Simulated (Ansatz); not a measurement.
The cell is made up: elements placed on another compound's structure type, so the phase may be hypothetical.

The decay constant κ of evanescent states in the gap governs leakage through a thin film.

Data:

```yaml
crystal:
  lattice:
    - [6.74928, 0.00000, 0.00000]
    - [0.00000, 6.74928, 0.00000]
    - [0.00000, 0.00000, 4.07199]
  atoms:
    - { symbol: Mg, position: [0.67378, 0.32622, 0.00000] }
    - { symbol: Mg, position: [0.32622, 0.67378, 0.00000] }
    - { symbol: Mg, position: [0.17378, 0.17378, 0.50000] }
    - { symbol: Mg, position: [0.82622, 0.82622, 0.50000] }
    - { symbol: S, position: [0.68998, 0.68998, 0.00000] }
    - { symbol: S, position: [0.31002, 0.31002, 0.00000] }
    - { symbol: S, position: [0.81002, 0.18998, 0.50000] }
    - { symbol: S, position: [0.18998, 0.81002, 0.50000] }
```

Space group of this cell: P4_2/mnm. The cell was relaxed by PBE-D3(BJ); by r2SCAN its mean pressure is 1.0 GPa.

Transport runs along the normal of the first two printed cell vectors.

No gap correction and no spin-orbit coupling; mid-gap values are interpolated between computed energies.

### Question
Predict the band gap and the smallest decay constant κ at mid-gap from r2SCAN (Ansatz, an electronic-structure program).

### Answer
Gap 4.13 eV on a 6×6×8 mesh; κ = 0.286 1/Å, at the zone centre.
